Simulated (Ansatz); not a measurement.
ZnS (model structure, started from the NiAs type, P6₃/mmc, No. 194, 4 atoms in the cell) was calculated with PBEsol in Ansatz (plane waves, PAW).

Run with plane-wave cutoff 520 eV, 12×12×8 k mesh (along the axes of the cell as run), Fermi–Dirac smearing 0.01 eV, scalar-relativistic PAW data made under PBE.

Cell (relaxed at this level):

```
ZnS
1.0
    3.56484     0.00000     0.00000
   -1.78242     3.08724     0.00000
    0.00000     0.00000     5.81629
Zn S
2 2
Cartesian
  0.00000   0.00000   0.00000
  0.00000   0.00000   2.90815
  0.00000   2.05816   1.45407
  1.78242   1.02908   4.36222
```

Question: Give the computed band gap and bulk modulus B0.

Answer: 
- band gap = 0.28 eV (on the SCF k mesh)
- bulk modulus B0 = 98.8 GPa

Note: the bulk modulus is −V dP/dV from two relaxed cells at ±2 % in volume; the relaxation could raise the start's symmetry but not lower it, so the cell can be a saddle point.

A model structure was made by putting elements into a prototype or built by hand; it is no filed structure, need not be a known phase, and can be a saddle point held by its symmetry.

Ansatz is a first-principles code.
